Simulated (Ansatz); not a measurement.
Abridged Ansatz (a quantum-chemistry and plane-wave program) output:

```
Relaxation: its limit of steps is 60 (relax.max_steps)
Pseudopotential: Sn, paw, valence charge 14
Crystal: 2 atoms, lattice volume = 73.120 Å³
Basis set: ecut = 420 eV, 1459 PW (Γ), exchange–correlation on 64×64×64 points (8 copies of the dense FFT grid, shifted against one another)
Bands: 18, of which v1, the nominal top of the filled ones, is band 14 counted from 1 (13 counted from 0)
Symmetry: 48 space group operations
k-points: 72 of 1728
Functional: x = pbe(κ = 0.804, μ = 0.2195149727645171), c = pbe(β = 0.06672455060314922)
SCF iter   1: F=—  HF=-12048.602918 eV  |F-HF|=—  |Δ(HF+E_count)|=         —  Δρ=1.95e-2  dr2=2.99e-1  ethr=3.10e-3  ⟨swp⟩=6.0  Hψ=7049  notcnv=0
SCF iter   2: F=—  HF=-12048.586826 eV  |F-HF|=—  |Δ(HF+E_count)|=   1.61e-2  Δρ=1.31e-2  dr2=1.52e-1  ethr=1.07e-3  ⟨swp⟩=1.0  Hψ=1874  notcnv=0
SCF 1 converged in 7 iterations: F = -12048.577883 eV  dr2 = 4.36e-8
relax step   1: F+E_penalty+E_count = -12048.57788263 eV  Δ(F+E_penalty+E_count) = +0.000e0 eV  max|allowed force component| = 4.915e-18 eV/Å  Δτ_max = 0.0000 Å  P = +0.298 GPa  Ω = 73.120 Å³  (7 SCF iters, dr2 threshold 1.00e-7 eV, accepted)
[... steps on the carried basis left out ...]
relax step   4: F+E_penalty+E_count = -12048.57552698 eV  Δ(F+E_penalty+E_count) = +3.463e-5 eV  max|allowed force component| = 1.431e-17 eV/Å  Δτ_max = 0.0000 Å  P = +0.696 GPa  Ω = 72.358 Å³  stress off target by 3.70e-3 GPa  SCF on the basis re-selected at this cell (its energy is not comparable with the rows above)  (6 SCF iters)
SCF converged after 6 iterations
Free energy (F): -12048.575527 eV
Internal energy: -12048.573746 eV  (E = F + TS)
E sigma→0 (E₀):  -12048.574637 eV
Entropy (-TS):   -0.001781 eV (-0.890 meV/atom)
Fermi energy:    7.159008 eV
--- Forces (eV/Å), atoms counted from 1 ---
  atom   1  Sn     0.00000000    -0.00000000    -0.00000000
  atom   2  Sn     0.00000000    -0.00000000    -0.00000000
--- Stress (GPa, compression-positive) ---
        0.696295       0.000000      -0.000000
       -0.000000       0.696295      -0.000000
       -0.000000       0.000000       0.696295
  P = ⅓ Tr σ = 0.6963 GPa (6.963 kbar)
--- Relaxed structure (3 steps of the walk, 3 accepted, 1 SCFs on fresh bases) ---
  cell:  # Å, volume = 72.3578 Å³
    - [-5.095372032895586e-35, 3.307387257083217, 3.307387257083217]
    - [3.307387257083217, 5.095372032895589e-34, 3.307387257083217]
    - [3.307387257083217, 3.307387257083217, 5.095372032895593e-35]
  atoms:
    - { symbol: Sn, position: [0.5, 0.5, 0.5] }
    - { symbol: Sn, position: [0.7500000000000001, 0.7500000000000001, 0.7500000000000001] }
```

Task: What was computed, and what are the main results?

Result: Sn, 2 atoms in the cell, with PBE/PAW in Ansatz, spin-orbit coupling left out, earlier PAW set, from a series relaxed to a target (pressure 0.7 GPa). The last SCF converged to F = -12048.575527 eV, or -6024.2878 eV per atom, at a pressure of 0.70 GPa. The total energy compares only with runs of the same code, potentials and settings.

Load acts through the strain it causes; cell and atoms are relaxed under it. Stability against distortions was not tested. The cell was made from Sn in the diamond structure (space group Fd-3m, No. 227) by this change: pressure 0.7 GPa.

Keys are those of Ansatz 0.2.
